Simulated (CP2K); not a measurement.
A user runs CP2K on Ba (P-1, 2 atoms in the cell) and asks whether the run is sound. The aim is a self-consistent single point with DFT PBE, GPW, DZVP-MOLOPT-SR-GTH basis, GTH-PBE potentials (GTH_POTENTIALS).

Cell that was meant: a = 5.9189 Å, b = 5.9189 Å, c = 5.9189 Å, α = 60.00°, β = 60.00°, γ = 60.00°.

Part of the input:

```
      A 5.91893300 0.00000000 0.00000000
      B 2.95946700 5.12594700 0.00000000
      C 2.95946700 1.70864900 4.83278900
      MULTIPLE_UNIT_CELL 2 1 1
      PERIODIC XYZ
    &END CELL
    &COORD
      Ba       8.86286896     5.07840213     3.60388325
      Ba       5.93446479     3.46484287     2.43710300
    &END COORD
    &KIND Ba
      BASIS_SET DZVP-MOLOPT-SR-GTH
```

The program printed (abridged):

```
 GLOBAL| Method name                                                        CP2K
   [... lines left out ...]
                           20                20.000                        1.000

 Number of electrons:                                                         20
 Number of occupied orbitals:                                                 10
 Number of molecular orbitals:                                                15

 Number of orbital functions:                                                 28
 Number of independent orbital functions:                                     28
 SCF WAVEFUNCTION OPTIMIZATION

  Step     Update method      Time    Convergence         Total energy    Change
     1 NoMix/Diag. 0.30E+00      -     1.19632150       -51.1353498439 -5.11E+01
     2 Broy./Diag. 0.30E+00      -     0.01578031       -50.4002803297  7.35E-01
     3 Broy./Diag. 0.30E+00      -     0.04418661       -50.6301886619 -2.30E-01
     4 Broy./Diag. 0.30E+00      -     0.01018176       -50.8486667331 -2.18E-01
     5 Broy./Diag. 0.30E+00      -     0.00557781       -50.7889237937  5.97E-02
     6 Broy./Diag. 0.30E+00      -     0.00329894       -50.8150916207 -2.62E-02
   [... 4 lines left out ...]
    11 Broy./Diag. 0.30E+00      -     0.00001257       -50.8341537550  1.90E-05
    12 Broy./Diag. 0.30E+00      -     0.00001155       -50.8340979475  5.58E-05
    13 Broy./Diag. 0.30E+00      -     0.00000193       -50.8340691360  2.88E-05
    14 Broy./Diag. 0.30E+00      -     0.00000058       -50.8340629417  6.19E-06
  *** SCF run converged in    14 steps ***

  Overlap energy of the core charge distribution:               0.00000000000000
  Self energy of the core charge distribution:               -104.47955250884375
  Core Hamiltonian energy:                                     20.51623462915152
  Hartree energy:                                              40.49499655292593
  Exchange-correlation energy:                                 -7.36453093984257
  Smearing free energy correction:                             -0.00121067603141
  Fermi energy:                                                 0.03622822139779

  Total energy:                                               -50.83406294174501
  Total energy (extrapolated to sigma->0):                    -50.83345760372931

   [... lines left out ...]
 STRESS|                        x                   y                   z
 STRESS|      x        6.31352499465E+03   1.68133834111E+03   1.28100376925E+03
 STRESS|      y        1.68133834111E+03   4.91368731133E+03   8.17643816410E+02
 STRESS|      z        1.28100376925E+03   8.17643816410E+02   5.14249708436E+03
 STRESS| 1/3 Trace                                             5.45656979678E+03
```

Q: Is anything amiss in this input, and did it matter?

A: The run is not sound. The fault is a cell multiplied without its atoms. The repeat must be given for both the cell and the atoms. To fix it, give the repeat in both places, or in neither. The run converged in 14 iterations without an error; against the sound input the free energy rises by 367 meV/atom, the pressure goes from 0.14 to 0.55 GPa and the largest force goes from 0.110 to 0.786 eV/Å.

An input that runs soundly differs in these lines (not the only fix; some lines may just follow from the change or write a value another way):
```diff
-      MULTIPLE_UNIT_CELL 2 1 1
-      Ba       8.86286896     5.07840213     3.60388325
-      Ba       5.93446479     3.46484287     2.43710300
+      SCALED
+      Ba       0.75344200     0.74215300     0.74571500
+      Ba       0.49655800     0.50784700     0.50428500
```

With that input, the run converged in 11 iterations: free energy E − TS -1383.9989 eV; Fermi level (on the code's own zero) 3.91 eV; pressure 0.14 GPa; largest force (vector length) 0.110 eV/Å (DFT PBE, GPW, DZVP-MOLOPT-SR-GTH basis, GTH-PBE potentials (GTH_POTENTIALS)).

On the sound input: the starting cell was generated: these elements placed on a structure prototype, without a prior relaxation; it need not be a known phase or ordering of this composition. Its atoms were displaced at random from the sites of space group no. 227. Values carry the incompleteness of an atom-centred basis.
